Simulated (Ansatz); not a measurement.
# The (100) surface of fluorite-type NiSi2 in its 1x1 cell (cut with top plane Ni, bottom plane Ni), outermost plane spacing 1.36 Å in the ideal cut (one of several cuts of this face), with 1 Ni a cell over the bulk's ratio

Level of theory: PBE (plane waves to 420 eV, PAW; Ansatz, a program for electronic structure).

Slab: 13 atoms, Ni5Si8, 10.9 Å thick at the start; k 10x10x1, smearing 0.1 eV, dipole-corrected; all atoms relaxed; start symmetry kept, larger cells not searched; no spin (magnetic order not tried), no spin-orbit, no U.

```yaml
work_function_of_the_top_face: 4.23 eV
energy_released_by_relaxation: 0.50 eV
cost: very roughly 2.5 core-minutes
```
